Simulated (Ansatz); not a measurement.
The parent structure is CaZrF$_{6}$ (space group Fm-3m, No. 225; a = 8.511 Å; a cell from a computed database, its experimental status unchecked). Axes: x, y, z lie along the cube axes.

One thing is altered: uniaxial strain ε_yy = −0.66 %, all other strain components held at zero; the atoms relax in the strained cell.

Levels (all Ansatz, a quantum-chemistry and plane-wave program, PAW): PBEsol (420 eV, no spin-orbit coupling); HSE06 (420 eV, without spin-orbit coupling).

The geometry is relaxed with PBEsol.

| Property | Value |
|---|---|
| PBEsol band gap | 7.01 eV |

Question: How does going to HSE06 change the band gap?

Answer: The band gap rises by 2.30 eV to 9.31 eV.

Single points use the geometry relaxed with PBEsol. Whether these cells are dynamically stable was not tested.
